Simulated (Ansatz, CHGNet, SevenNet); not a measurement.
## ZnS (model structure, started from the NiAs type, P6₃/mmc, No. 194, 4 atoms in the cell): lattice constant a by level of theory

No measured value is used here.

```json
[
 {"level (code)": "CHGNet 0.3.0", "value (Å)": "3.623"},
 {"level (code)": "SevenNet-l3i5", "value (Å)": "3.619"},
 {"level (code)": "LDA (Ansatz)", "value (Å)": "3.530"},
 {"level (code)": "PBE (Ansatz)", "value (Å)": "3.624"},
 {"level (code)": "PBEsol (Ansatz)", "value (Å)": "3.565"},
 {"level (code)": "PBE-D3(BJ) (Ansatz)", "value (Å)": "3.572"},
 {"level (code)": "r²SCAN (Ansatz)", "value (Å)": "3.590"},
 {"level (code)": "r²SCAN+rVV10 (Ansatz)", "value (Å)": "3.575"}
]
```

Cutoffs differ between the levels. Ansatz's density-functional and Hartree–Fock values are scalar-relativistic unless marked +SOC, with PAW data made under PBE.

Machine-learned potentials (CHGNet 0.3.0, SevenNet-l3i5) are trained on DFT data: a solid inside that data is no test of them.

A model structure was made by putting elements into a prototype or built by hand; it is no filed structure, need not be a known phase, and can be a saddle point held by its symmetry.

Ansatz is a quantum-chemistry and plane-wave program.
